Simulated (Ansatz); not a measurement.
# Ag on the 1x1 (0001) surface of hcp Co, ferromagnetic, one in a 2x2 cell, started at the site 'hollow Co-Co-Co'

Computed with PBE (plane waves to 420 eV, PAW; Ansatz, a quantum-chemistry and plane-wave program).

Slab: 17 atoms, 6.0 Å thick at the start under the adsorbate (thin: gaps and levels are the slab's own); k 7x7x1, smearing 0.1 eV, dipole-corrected; 8 atoms held, the rest relaxed; held to the start's symmetry, so lower structures may exist; spin-polarised, no spin-orbit, no U, no dispersion correction. At the end it is bonded to 3 Co. In PBE it is, or lies within 0.03 eV of, the lowest of the starts that converged.

```yaml
adsorption energy against an atom of fcc Ag: 0.25 eV
work_function_of_the_top_face: 3.59 eV
change_of_the_work_function: -1.38 eV
change_of_the_step_from_the_bottom_to_the_top_vacuum_level_against_the_clean_slab: -1.37 eV
energy_released_by_relaxation: 0.10 eV
height of the binding atom over the mean of the host atoms within 0.3 Å of the top one: 2.169 Å
magnetic_moment_of_the_cell: 26.68 μB
nearest_host_atoms_of_the_binding_atom: Co at 2.62 Å, Co at 2.62 Å, Co at 2.62 Å
largest_move_of_a_host_atom: 0.05 Å
cost: about 22 core-minutes (a rough figure)
```

A negative adsorption energy means that the adsorbate is more stable on the surface than in its reference.
